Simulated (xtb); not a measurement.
xtb 6.7.1, GFN2-xTB: Mo(NMe)(S)(F)(SH) (C[N]=[Mo]([F])(=[S])[SH]), 10 atoms. The geometry is a generated start, not checked to be a minimum at this level.

- run flags: --grad
- method: GFN2-xTB
- --acc: 1 (default)
- --etemp (K): 300 (default)
- basis functions: 46
- valence electrons: 38

```xyz
10

Mo     0.6124     1.0146     0.7246
N     -0.0270    -0.0984    -0.4404
C     -0.3125    -1.0311    -1.4489
H      0.6219    -1.4553    -1.8409
H     -0.9219    -1.8483    -1.0494
H     -0.8614    -0.5575    -2.2704
S      2.6675     0.6216     1.2004
F      0.4558     2.7437     0.2022
S     -0.5474     0.5657     2.6964
H     -1.6874     0.0449     2.2264
```

Charge 0 and multiplicity 1 are set for this test and not shown to be the ground state.

One run each on 1 thread. Values of broydamp tried: 0.02, 0.05, 0.1, 0.2, 0.4 (default), 0.6, 0.8, 1.

Question: Which value of broydamp needs the fewest SCC iterations, and what happens away from it?

Answer: Fewest SCC iterations, within one of each other: 0.2 with 17, 0.4 (default) with 16. The count rises to 25 at 0.02. All converge to one solution.

```csv
broydamp,SCC iterations,end
0.02,25,same solution
0.05,21,same solution
0.1,19,same solution
0.2,17,same solution
0.4 (default),16,same solution
0.6,18,same solution
0.8,19,same solution
1,19,same solution
```
